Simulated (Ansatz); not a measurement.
Relaxation of the outer planes of the (110) surface of zinc-blende CuI in its 1x1 cell (cut with top plane Cu + I, bottom plane Cu + I), outermost plane spacing 2.15 Å in the ideal cut.

These are PBE (plane waves to 420 eV, PAW; Ansatz, a program for electronic structure) values and carry that method's errors.

Set-up: 12 atoms, Cu6I6, 10.7 Å thick at the start; mesh 6x4x1; 0.025 eV smearing; dipole correction on; all atoms relaxed; held to the start's symmetry, so lower structures may exist; no spin, no spin-orbit, no U.

```
plane   atoms  bulk spacing to the next (Å)  relaxed spacing (Å)  change (%)         rumpling (Å)
-----  ------  ----------------------------  -------------------  ----------  -------------------
1      Cu + I                         2.150                1.851       -13.9   0.82 (I outermost)
2      Cu + I                         2.150                2.174         1.1  0.13 (Cu outermost)
```
